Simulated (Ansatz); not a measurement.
## A computed series for Nb5Si3: pressure series

Take Nb₅Si₃ (space group P6_3/mcm, No. 193; a = 7.508 Å, c = 5.224 Å) as the base.

Cell and atoms are relaxed at each pressure.

Computed with plane-wave PAW DFT at the PBEsol level (Ansatz, a quantum-chemistry and plane-wave program, 420 eV), no SOC.

| P (GPa) | V (Å³/atom) |
|---|---|
| -2.00 | 16.101 |
| -1.00 | 16.017 |
| 0.30 | 15.912 |
| 0.70 | 15.880 |
| 1.49 | 15.818 |
| 3.00 | 15.703 |
| 5.00 | 15.558 |
| 7.50 | 15.385 |
| 10.00 | 15.221 |

### Question
Fit a third-order Birch–Murnaghan equation of state.

### Answer
Least squares on P(V) = (3B₀/2)[(V₀/V)^(7/3) − (V₀/V)^(5/3)]·[1 + (3/4)(B₀′ − 4)((V₀/V)^(2/3) − 1)] gives V₀ = 15.94 Å³/atom, B₀ = 198 GPa and B₀′ = 4.2.

Load acts through the strain it causes; cell and atoms are relaxed under it. No phonon test of stability was made. Competing high-pressure phases were not computed. The final runs are not spin-polarised.
